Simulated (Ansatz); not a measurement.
Consider the energy of configuration A over configuration B. The value is E(A) − E(B).

Cell A: a slab of composition TiSi36H18Cl4 built on Si (diamond, Fd-3m) (100), with 33 atoms on that crystal's sites, 59 atoms, rectangular cell of 11.50 × 7.67 Å (88.2 Å²), symmetry P1, 11.2 Å thick under 16 Å of vacuum, in-plane vectors held at the crystal's; planes from bottom to top: H6 | Si6H6 | Si6 × 5 | H5 | H | TiCl4, its two faces unlike (dipole correction applied); foreign atoms: 12 times H bound to 1 Si at 1.50 Å; four times H bound to 1 Si at 1.51 Å; H bound to 1 Si at 1.49 Å; TiCl3 bound through Ti to 1 Si at 2.53 Å; HCl with no bond to the solid, its nearest contact Cl···Si 4.07 Å; spin state with PBE: run without spin, k-point mesh 2×3×1.
```xyz
59
Lattice="11.4998 0.0000 0.0000 0.0000 7.6665 0.0000 0.0000 0.0000 26.8445" Properties=species:S:1:pos:R:3 pbc="T T T"
Si     0.0283    -0.1797     8.8514
Si     3.8609    -0.1737     8.8519
Si     7.6868    -0.1738     8.8523
Si     0.0209     3.7241     8.8726
Si     3.8587     3.7270     8.8806
Si     7.6895     3.7270     8.8829
Si     1.9447     0.1854    10.1380
Si     5.7734     0.1890    10.1433
Si     9.6077     0.1798    10.1335
Si     1.9366     4.1201    10.1431
Si     5.7737     4.1230    10.1536
Si     9.6086     4.1171    10.1506
Si     1.9382     2.1482    11.3951
Si     5.7726     2.1492    11.4048
Si     9.6119     2.1389    11.3950
Si     1.9391     5.9825    11.5905
Si     5.7726     5.9881    11.5974
Si     9.6095     5.9832    11.5936
Si     0.0254     2.0909    12.7150
Si     3.8532     2.1029    12.7164
Si     7.6944     2.0861    12.7123
Si     0.0257     5.9413    12.9856
Si     3.8548     5.9383    12.9862
Si     7.6907     5.9320    12.9850
Si     0.0350     0.2910    14.2244
Si     3.8375     0.2963    14.2047
Si     7.6890     0.2843    14.2158
Si     0.0276     3.9107    14.1919
Si     3.8468     3.9136    14.2132
Si     7.7018     3.8998    14.1967
Si     1.9435     0.9159    15.4493
Si     5.7596     0.8963    15.4036
Si     9.6068     0.9217    15.4112
Si     1.9302     3.3179    15.4320
Si     5.7796     3.3088    15.4265
Si     9.6186     3.3230    15.4240
H      1.9633     0.3844    16.8491
H      5.7350     0.3652    16.8028
H      9.5844     0.3956    16.8281
H      1.9090     3.8755    16.8198
H      9.6191     3.8636    16.8175
H      0.0286     0.4299     7.4857
H      0.0340     6.0058     8.6100
H      3.8643     0.4387     7.4876
H      3.8635     6.0122     8.6083
H      7.6829     0.4389     7.4881
H      7.6795     6.0121     8.6081
H      0.0163     4.1824     7.4485
H      0.0204     2.2198     8.7983
H      3.8638     4.1835     7.4560
H      3.8605     2.2227     8.8076
H      7.6891     4.1834     7.4582
H      7.6876     2.2227     8.8102
Ti     5.9573     3.5654    17.9373
Cl     7.6414     2.2869    18.5234
Cl     6.3468     5.6962    18.2202
Cl     4.0065     2.8787    18.6474
H     10.6406     6.8989    17.4812
Cl    -0.0426     5.9872    17.9315
```

Cell B: a slab of composition TiSi36H18Cl4 built on Si (diamond, Fd-3m) (100), with 33 atoms on that crystal's sites, 59 atoms, rectangular cell of 11.50 × 7.67 Å (88.2 Å²), symmetry P1, 14.2 Å thick under 15 Å of vacuum, in-plane vectors held at the crystal's; planes from bottom to top: H6 | Si6H6 | Si6 × 5 | H6 | Cl2 | TiCl | Cl, its two faces unlike (dipole correction applied); foreign atoms: 15 times H bound to 1 Si at 1.50 Å; three times H bound to 1 Si at 1.51 Å; TiCl4 with no bond to the solid, its nearest contact Ti···Si 4.11 Å; spin state with PBE: run without spin, k-point mesh 2×3×1.
```
CELL_PARAMETERS angstrom
     11.49978     0.00000     0.00000
      0.00000     7.66652     0.00000
      0.00000     0.00000    29.25821
ATOMIC_POSITIONS crystal
  Si 0.00006 0.97466 0.30141
  Si 0.33361 0.97475 0.30161
  Si 0.66643 0.97482 0.30155
  Si 0.00004 0.48370 0.30228
  Si 0.33349 0.48369 0.30241
  Si 0.66655 0.48380 0.30236
  Si 0.16668 0.02181 0.34536
  Si 0.50005 0.02206 0.34565
  Si 0.83335 0.02172 0.34533
  Si 0.16666 0.53492 0.34576
  Si 0.50005 0.53490 0.34594
  Si 0.83335 0.53486 0.34575
  Si 0.16661 0.27733 0.38845
  Si 0.50009 0.27762 0.38875
  Si 0.83339 0.27723 0.38842
  Si 0.16661 0.77837 0.39512
  Si 0.50005 0.77830 0.39531
  Si 0.83342 0.77832 0.39510
  Si 0.99998 0.27043 0.43342
  Si 0.33303 0.27051 0.43355
  Si 0.66707 0.27034 0.43358
  Si 0.00000 0.77212 0.44270
  Si 0.33313 0.77216 0.44275
  Si 0.66694 0.77209 0.44277
  Si 0.99999 0.03564 0.48483
  Si 0.33308 0.03551 0.48492
  Si 0.66697 0.03539 0.48497
  Si 0.99999 0.50710 0.48418
  Si 0.33262 0.50737 0.48433
  Si 0.66746 0.50727 0.48433
  Si 0.16650 0.11541 0.52662
  Si 0.49999 0.11399 0.52650
  Si 0.83355 0.11539 0.52666
  Si 0.16618 0.42939 0.52632
  Si 0.50004 0.42776 0.52523
  Si 0.83385 0.42936 0.52636
  H  0.16610 0.04476 0.57448
  H  0.49994 0.04314 0.57429
  H  0.83400 0.04477 0.57453
  H  0.16499 0.50224 0.57392
  H  0.50010 0.50287 0.57261
  H  0.83494 0.50217 0.57397
  H  0.00005 0.05364 0.25467
  H  0.00007 0.78134 0.29338
  H  0.33396 0.05344 0.25483
  H  0.33385 0.78137 0.29365
  H  0.66608 0.05372 0.25480
  H  0.66614 0.78150 0.29353
  H  0.00004 0.54410 0.25366
  H  0.00001 0.28749 0.29956
  H  0.33376 0.54414 0.25380
  H  0.33351 0.28748 0.29966
  H  0.66626 0.54437 0.25375
  H  0.66652 0.28761 0.29959
  Ti 0.49948 0.42225 0.66575
  Cl 0.49902 0.38037 0.73946
  Cl 0.65654 0.29732 0.63904
  Cl 0.49957 0.70474 0.65450
  Cl 0.34280 0.29732 0.63872
```

All numbers come from Ansatz (a first-principles code), plane waves with PAW, its PAW set soft_1, cutoff 420 eV, 500 eV for r2SCAN. The structures are at rest with PBE+D3(BJ), within the held lattices; other levels are single points on them. HSE06 runs on coarser k-point meshes, mended by the PBE difference between the two meshes. Neutral cells; Fermi-Dirac smearing of at most 0.05 eV in the solids, energies taken to zero width. The lattices are those relaxed with PBE+D3(BJ) or held as stated, so at other levels the solids can be strained, which adds to the spread. Larger cells are relaxed from a start prepared with the learned potential CHGNet, on a coarser mesh till forces fall under 0.03 eV/Å, which some starts already meet. A dispersion term (D3(BJ), or D4 for r2SCAN) was computed beside these levels and is taken off wherever the name lacks it. No zero-point or thermal terms. The structures are the rest points that the relaxations reached, not proven lowest. Values are for these cell sizes.

Task: Predict the value from HSE06.

Result: 1.33 eV for A less B, so B lies lower.

Task: How does the value move with the functional?

Result: 
```csv
Method,value (eV),less HSE06
PBE,1.32,-0.01
PBE+D3(BJ),1.06,-0.27
r2SCAN,1.38,0.05
r2SCAN+D4,1.28,-0.05
```

The levels span 0.32 eV, from PBE+D3(BJ) (1.06) to r2SCAN (1.38).
